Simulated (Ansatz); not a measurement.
The reference is TiAl (space group P4/mmm, No. 123; a = 2.8127 Å, c = 4.0619 Å; relaxed with 0.1 eV smearing). Axes: x, y, z lie along a, b, c of the conventional cell.

Calculations: r2SCAN (Ansatz, a program for electronic structure; PAW; 500 eV plane waves; no SOC), earlier PAW set.

Base values:

Volume per atom: 16.07 Å³

It is then changed as follows: biaxial strain +1.05 %, plane normal [001], relaxed out of plane (Cartesian); in-plane vectors clamped, the third vector and the atoms free.

Question: What does the calculation give for the in-plane stress after the change?

Answer: The mean in-plane stress (compression positive) is -1.9 GPa.

Question: Predict the new volume per atom.

Answer: The volume per atom rises by 0.17 Å³ to 16.24 Å³.

Whether these cells are dynamically stable was not tested. The final runs are not spin-polarised.
